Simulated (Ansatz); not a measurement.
The starting structures come from a database of crystals and need not be the phases stable at ambient conditions.

By PBEsol, the system below comes out a metal.

A figure of merit of an interconnect metal is its ballistic conductance per area.

```
CELL_PARAMETERS angstrom
      4.34661     0.00000     0.00000
     -2.17330     3.76427     0.00000
      2.17330     1.25476     3.44252
ATOMIC_POSITIONS crystal
  In 0.00000 0.00000 0.00000
  Sb 0.00000 0.50000 0.50000
```

Space group of this cell: R-3m. The cell is strained (lengths along the current scaled by 0.97, ions clamped); by PBEsol its mean pressure is -1.3 GPa.

The current flows along the normal of the first two printed cell vectors, the (111) (indices of the unstrained crystal) plane of the conventional cell. No spin-orbit coupling; the value is a mean over 0.1 eV about the Fermi level.

Compute, with PBEsol in Ansatz (a quantum-chemistry and plane-wave program), the ballistic conductance per area.

0.95 × 10¹⁵ S/m² for both spins.
